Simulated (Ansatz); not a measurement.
## WSe2: energy against strain

WSe2 (2H layered, P6_3/mmc, 18.695 Å³/atom at rest, c along z) under an equal strain ε in the (0001) plane with the normal axis free, as in a coherent film. PBEsol-D3(BJ) in Ansatz, a plane-wave DFT program (PAW, default set), 420 eV, 12×12×3 Γ-centred mesh, Fermi-Dirac smearing 0.05 eV; ions are relaxed within the symmetry of each cell.

Here s stands for strain and y for E less E0.

| strain (%) | E less E0 (meV/atom) |
|---|---|
| -3.00 | ? |
| -1.20 | 4.47 |
| -0.60 | 1.10 |
| 0.00 | 0.00 |
| 0.60 | 1.07 |
| 1.20 | 4.22 |

Fit y of the 5 rows that show it with a parabola. Least squares gives y = -0.001 - 0.0883·s + 3.0179·s². Residuals (row less fit): 0.019, -0.038, 0.001, 0.038, -0.019; standard error 0.042 (degrees of freedom: 2). Twice the quadratic coefficient over the volume, 2 × 3.0179 meV × 10⁴ × 0.1602 / 18.695 Å³, is twice the biaxial elastic modulus of this plane = 517 ± 5 GPa.

Question: Estimate the missing y (s = -3.00); what did the run itself give?

Answer: y = -0.001 - 0.0883 × (-3.0) + 3.0179 × (-3.0)² = 27.425 meV/atom. The calculation gives 29.13 meV/atom, 1.705 meV/atom above the prediction (5.9 % of the range of y in the table). The row lies outside the fitted rows, so this is an extrapolation. From the scatter of the fitted rows alone, a prediction at this place has a standard error of 0.274 meV/atom, so the miss is 6.2 times that.

One order more, fitted to all 11 runs of the series, follows each within 0.02, so the miss is the next term of a smooth law. Rows are the converged runs of the series near zero and its far end; series whose fitted rows scatter by over a few per cent of the range, as at a crossing or softening among them, aren't shown in this form. Most that stay on the fit to the last digits aren't either.
